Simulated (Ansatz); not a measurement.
Here is the system:

```
BeTe
1.0
    0.00000     2.77344     2.77344
    2.77344     0.00000     2.77344
    2.77344     2.77344     0.00000
Be Te
1 1
Direct
  0.00000   0.00000   0.00000
  0.75000   0.75000   0.75000
```

Computed with PBEsol with spin-orbit coupling, rigid bands (plane waves, PAW; Ansatz, a quantum-chemistry and plane-wave program). Condition of this run: hydrostatic pressure 2 GPa (the target of the relaxation). Geometry: cell and atoms relaxed with PBEsol, then loaded as said.

Question: Predict the hole conductivity mass (n e² τ/σ) at 300 K, by direction if it differs.

Answer: 0.37 mₑ.

Question: Predict the electron conductivity mass (n e² τ/σ) at 300 K, by direction if it differs.

Answer: 0.35 mₑ.

Question: And the band gap?

Answer: 1.46 eV at this level; semilocal functionals usually fall short of the measured gap.

Rigid bands, one relaxation time for all states, no polarons.
